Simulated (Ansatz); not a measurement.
Start from Sn in the diamond structure (space group Fd-3m, No. 227; relaxed with 0.1 eV smearing).

```xyz
2
Lattice="0.0000 3.2372 3.2372 3.2372 0.0000 3.2372 3.2372 3.2372 0.0000" Properties=species:S:1:pos:R:3 pbc="T T T"
Sn     0.0000     0.0000     0.0000
Sn     1.6186     1.6186     1.6186
```

Cartesian axes are those of the cell as printed.

Method: plane-wave PAW DFT at the LDA level (Ansatz, a quantum-chemistry and plane-wave program, 420 eV), no SOC.

Before the change:

```
Property                         Result
-----------------------------  --------
Shortest interatomic distance  280.4 pm
```

One thing is altered: compressive biaxial strain of 2.50 % in the plane normal to [111], as in epitaxy on a mismatched substrate; the out-of-plane cell vector and the atoms relax.

Q: Predict the new energy relative to the base, out-of-plane strain and shortest interatomic distance.

A: The energy goes up by 13 meV/atom; the out-of-plane strain is +1.56 %; the shortest interatomic distance decreases by 3.81 pm, from 280.4 pm to 276.5 pm.

Whether these cells are dynamically stable was not tested.
